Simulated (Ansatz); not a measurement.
## Cs2AgBiBr6, element substitutions

Start from Cs₂AgBiBr₆ (space group Fm-3m, No. 225; a = 11.188 Å).

Each row replaces one element on all its sites; cell and atoms are relaxed.

The values are results of PBEsol, PAW, 420 eV (Ansatz, a program for electronic structure; spin-orbit coupling left out), earlier PAW set, not measurements.

Only one of these keeps a band gap. Which?
A. Bi → Pb
B. Ag → Cd
C. Br → F

C, Br → F. Computed: Ag → Cd: zero; Bi → Pb: zero; Br → F: 2.56 eV

Spin-orbit coupling, missing from the scalar runs, can matter with Bi. No phonon test of stability was made. As relaxed here, Cs2CdBiBr6 and Cs2AgPbBr6 are hypothetical phases, not in the database extracts checked. For Cs2AgBiF6 in this form, whether it has been made was not checked. No Hubbard U is applied, and correlation can decide whether such a compound is a metal. The final runs are not spin-polarised. An odd electron count without spin: Cs2CdBiBr6 and Cs2AgPbBr6.
